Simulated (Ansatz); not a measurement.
## ErC₂ (I4/mmm, No. 139; cell taken from a computed entry)

Computed with r²SCAN in Ansatz (plane waves, PAW).

Run with plane-wave cutoff 500 eV, 16×16×16 k mesh, Fermi–Dirac smearing 0.05 eV, spin-polarised start, scalar-relativistic PAW data made under PBE.

Cell (relaxed at this level):

```yaml
crystal:
  lattice:
    - [-1.81916, 1.81916, 3.07526]
    - [1.81916, -1.81916, 3.07526]
    - [1.81916, 1.81916, -3.07526]
  atoms:
    - { symbol: Er, position: [0.00000, 0.00000, 0.00000] }
    - { symbol: C, position: [0.60488, 0.60488, 0.00000] }
    - { symbol: C, position: [0.39512, 0.39512, 0.00000] }
```

```json
{
 "volume_per_atom": "13.57 Å³/atom",
 "lattice_parameter_a": "3.638 Å",
 "lattice_parameter_c": "6.151 Å"
}
```

Note: the magnetic order was assumed, not searched for or taken from measurement; the relaxation could not lower the start's symmetry, so the cell can be a saddle point above a distorted one; the 4f shell is treated without U or exact exchange, so its levels and filling can be wrong.

Spin–orbit coupling is not included.

Static lattice: no zero-point or thermal effects.

It cost roughly 5 core-minutes of CPU time.

Ansatz is a first-principles code.
